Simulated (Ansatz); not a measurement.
System: CsCl-type PdIn. Method: r²SCAN-D4 (plane waves, PAW; Ansatz, an electronic-structure program).

Run with plane-wave cutoff 560 eV, 18×18×18 k mesh, Fermi–Dirac smearing 0.05 eV, scalar-relativistic PAW data made under PBE.

Cell (relaxed at this level):

```cif
data_InPd
_chemical_formula_sum 'In1 Pd1'
_space_group_name_H-M_alt 'P 1'
_space_group_IT_number 1
_cell_length_a 3.25674
_cell_length_b 3.25674
_cell_length_c 3.25674
_cell_angle_alpha 90.000
_cell_angle_beta 90.000
_cell_angle_gamma 90.000
loop_
_space_group_symop_operation_xyz
  'x, y, z'
loop_
_atom_site_label
_atom_site_type_symbol
_atom_site_fract_x
_atom_site_fract_y
_atom_site_fract_z
_atom_site_occupancy
In1 In 0.50000 0.50000 0.50000 1
Pd1 Pd 0.00000 0.00000 0.00000 1
```

### Question
Give the computed bulk modulus and pressure derivative B′ of the bulk modulus.

### Answer

- bulk modulus = 138 GPa
- pressure derivative B′ of the bulk modulus = 5.5

The run finds no gap.

Spin–orbit coupling is not included.

The result took very roughly 2.6 core-minutes.
